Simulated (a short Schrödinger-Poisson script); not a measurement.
## Gated In0.52Al0.48As/In0.53Ga0.47As modulation-doped gas in a quantum well

Stack: gated In0.52Al0.48As/In0.53Ga0.47As modulation-doped gas in a quantum well, at 77 K.

```
layer        material  thickness (nm)  Nd (cm⁻³)  Na (cm⁻³)
-----  --------------  --------------  ---------  ---------
1      In0.52Al0.48As              30          -          -
2      In0.52Al0.48As              40     1.2e18          -
3      In0.52Al0.48As               3          -          -
4      In0.53Ga0.47As              10          -          -
5      In0.52Al0.48As            4000          -       3e15
```

Constants are typed, rounded textbook-type inputs, not results; the design itself was drawn at random and stands for no fabricated device. In0.52Al0.48As: permittivity 12.5, conduction-band edge (eV) 0.52, gap (eV) 1.45, electron mass (mₑ) 0.075, Nv at 300 K (cm⁻³) 1.1e19. In0.53Ga0.47As: permittivity 13.9, conduction-band edge (eV) 0, gap (eV) 0.74, Nv at 300 K (cm⁻³) 7.7e18.

Channel valleys (confinement mass, in-plane density-of-states mass, number): Γ 0.041, 0.041, 1. At the gate the conduction-band edge of layer 1 lies 0.65 eV − eVg above the Fermi level of the channel; the field vanishes at the back. Donor level 0.02 eV below the band edge. The barrier under the gate holds no holes. Gaps are held at their typed values at every temperature. Mesh 0.08 nm at interfaces.

Solved with a short Schrödinger-Poisson script written for these runs: 1D Poisson equation in equilibrium, electrons quantum, Hartree (BenDaniel-Duke, 40 states a valley, the channel's in-plane mass for all, wave functions free to enter the barrier), parabolic valleys, classical holes, donors ionised by Fermi statistics, acceptors fully, no traps, pinning or gate leakage.

| Vg (V) | electrons (cm⁻²) | in the channel layer | C (μF/cm²) | Γ E0 (meV) | Γ E1 (meV) |
|---|---|---|---|---|---|
| 0.4 | 1.62e12 | 1.56e12 | 0.320 | -94.2 | 16.8 |
| 0.05 | 1.62e12 | 1.56e12 | 0.280 | -94.2 | 21.6 |
| -0.3 | 1.61e12 | 1.56e12 | 0.249 | -94.0 | 27.4 |
| -0.65 | 1.61e12 | 1.56e12 | 0.226 | -93.8 | 35.0 |
| -1 | 1.60e12 | 1.55e12 | 0.206 | -93.2 | 46.2 |
| -1.35 | 1.49e12 | 1.44e12 | 0.141 | -87.0 | 61.0 |
| -1.7 | 1.19e12 | 1.15e12 | 0.139 | -69.3 | 78.9 |
| -2.05 | 8.84e11 | 8.60e11 | 0.139 | -51.6 | 96.9 |
| -2.4 | 5.82e11 | 5.67e11 | 0.139 | -33.9 | 115.2 |
| -2.75 | 2.81e11 | 2.74e11 | 0.138 | -15.8 | 134.2 |
| -3.1 | 2.83e9 | 2.77e9 | 0.0547 | 24.4 | 175.4 |

Gate voltages with under 1e6 electrons/cm² are left out.

Subbands count from the Fermi level.
